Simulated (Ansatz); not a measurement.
SnS (F-43m, No. 216, 2 atoms in the cell; start mp-10013; a measured phase of this formula has another space group) was calculated with G0W0@HSE06 (hard PAW, contour deformation; Ansatz, a first-principles code).

The same calculation (at the PBEsol cell, 32.213 Å³/atom) with different numerical settings; throughout: k mesh 2×2×2:

| run | response cutoff (eV) | empty bands | quasiparticle gap on the mesh (eV) | quasiparticle gap at Γ (eV) | rough time |
|---|---|---|---|---|---|
| 1 | 100 | 269 | 1.576 | 5.845 | 100 core-s |
| 2 | 150 | 494 | 1.641 | 5.897 | 3 core-min |
| 3 | 200 | 760 | 1.679 | 5.931 | 8 core-min |
| 4 | 250 | 1062 | 1.700 | 5.949 | 10 core-min |
| 5 | 300 | 1396 | ___ | ___ | 20 core-min |

Problem. Some entries are withheld; supply them.

Solution. 
- 5, quasiparticle gap on the mesh (eV): 1.711
- 5, quasiparticle gap at Γ (eV): 5.959

In the column quasiparticle gap on the mesh (eV) the first row differs from the last by -0.135 and the next to last by -0.011.

The last row is no converged limit: other settings stay fixed.

Spin–orbit coupling is not included.

Note: filled d or f shells below the valence bands can shift G0W0 gaps through exchange with them, which wasn't tested here. Note: GW on a hybrid start was not checked against another program.

A start named mp-… is a Materials Project structure, which need not be a measured phase.
